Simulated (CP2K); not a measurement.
Worked example: self-consistent single point of a (001) slab of Al (cut from a parent of space group no. 225; 4 atoms in the cell) in CP2K.

Computed with CP2K with PBEsol, GPW, DZVP-MOLOPT-SR-GTH basis, GTH-PBE potentials (GTH_POTENTIALS).

The change in words: vacuum of 3 angstrom (first run: 14 Å). Reference geometry:
```xyz
4
Lattice="2.8724 0.0000 0.0000 -2.8724 2.8724 0.0000 0.0000 0.0000 20.0933" Properties=species:S:1:pos:R:3 pbc="T T T"
Al     0.0000     0.0000     9.0311
Al    -1.4362     1.4362     7.0000
Al     0.0000     0.0000    13.0933
Al    -1.4362     1.4362    11.0622
```

Reference input (self-consistent single point, DFT PBEsol, GPW, DZVP-MOLOPT-SR-GTH basis, GTH-PBE potentials (GTH_POTENTIALS)): CUTOFF = 400 Ry; REL_CUTOFF = 50 Ry; SMEAR/METHOD = GAUSSIAN; SIGMA = 0.1 eV; KPOINTS/SCHEME = MONKHORST-PACK 7 7 1; XC_FUNCTIONAL = PBE:PBESOL; Al/BASIS_SET = DZVP-MOLOPT-SR-GTH; Al/POTENTIAL = GTH-PBE-q3; METHOD = GPW; EPS_DEFAULT = 1e-10; NGRIDS = 4; SCF_GUESS = ATOMIC. This run's input differs from it in these lines:

```diff
@@ -67,3 +67,3 @@
       B -2.87237400 2.87237400 0.00000000
-      C 0.00000000 0.00000000 20.09331000
+      C 0.00000000 0.00000000 9.09329600
       PERIODIC XYZ
@@ -72,6 +72,6 @@
       SCALED
-      Al       0.00000000     0.00000000     0.44945800
-      Al       0.00000000     0.50000000     0.34837500
-      Al       0.00000000     0.00000000     0.65162500
-      Al       0.00000000     0.50000000     0.55054200
+      Al       0.00000000     0.00000000     0.38831800
+      Al       0.00000000     0.50000000     0.16495700
+      Al       0.00000000     0.00000000     0.83504300
+      Al       0.00000000     0.50000000     0.61168200
     &END COORD
```

The program printed (abridged):

```
 SCF WAVEFUNCTION OPTIMIZATION

  Step     Update method      Time    Convergence         Total energy    Change
     1 NoMix/Diag. 0.20E+00      -     0.88087211        -8.6860547589 -8.69E+00
     2 Broy./Diag. 0.20E+00      -     0.02665180        -8.5776614596  1.08E-01
     3 Broy./Diag. 0.20E+00      -     0.02457455        -8.4653836798  1.12E-01
     4 Broy./Diag. 0.20E+00      -     0.01907909        -8.2931740904  1.72E-01
     5 Broy./Diag. 0.20E+00      -     0.00271260        -8.2693560280  2.38E-02
     6 Broy./Diag. 0.20E+00      -     0.00215440        -8.2606154119  8.74E-03
     7 Broy./Diag. 0.20E+00      -     0.00009137        -8.2587437911  1.87E-03
     8 Broy./Diag. 0.20E+00      -     0.00018088        -8.2574306079  1.31E-03
     9 Broy./Diag. 0.20E+00      -     0.00001064        -8.2573883692  4.22E-05
    10 Broy./Diag. 0.20E+00      -     0.00002365        -8.2573169125  7.15E-05
    11 Broy./Diag. 0.20E+00      -     0.00000019        -8.2573212617 -4.35E-06
  *** SCF run converged in    11 steps ***

  Overlap energy of the core charge distribution:               0.00000000000000
  Self energy of the core charge distribution:                -22.56758334191025
  Core Hamiltonian energy:                                      4.55541715410439
  Hartree energy:                                              12.87032028753225
  Exchange-correlation energy:                                 -3.11500223405349
  Smearing free energy correction:                             -0.00047312748517
  Fermi energy:                                                 0.21391102234899

  Total energy:                                                -8.25732126172140
  Total energy (extrapolated to sigma->0):                     -8.25708469797882

                     Mulliken Population Analysis

   [... lines left out ...]

 STRESS| Analytical stress tensor [bar]
 STRESS|                        x                   y                   z
 STRESS|      x       -6.79272788610E+04  -1.25129687173E-04   4.70117808967E-11
 STRESS|      y       -1.25129687173E-04  -6.79294748082E+04   7.78932902040E-10
 STRESS|      z        4.70117808967E-11   7.78932902040E-10   5.49933017513E+03
 STRESS| 1/3 Trace                                            -4.34524744980E+04
```

The run converged in 11 iterations. Against the reference run the free energy goes down by 123 meV/atom and the largest force goes from 0.221 to 0.606 eV/Å.

The starting cell has typed, rounded lattice constants, without a prior relaxation at this level. The slab is cut from that crystal, and its faces are unrelaxed. Its lattice was rescaled by up to half a per cent. Values carry the incompleteness of an atom-centred basis. The potentials were made for another functional than the one used.

Cost on one core of a shared machine: roughly 40 s.
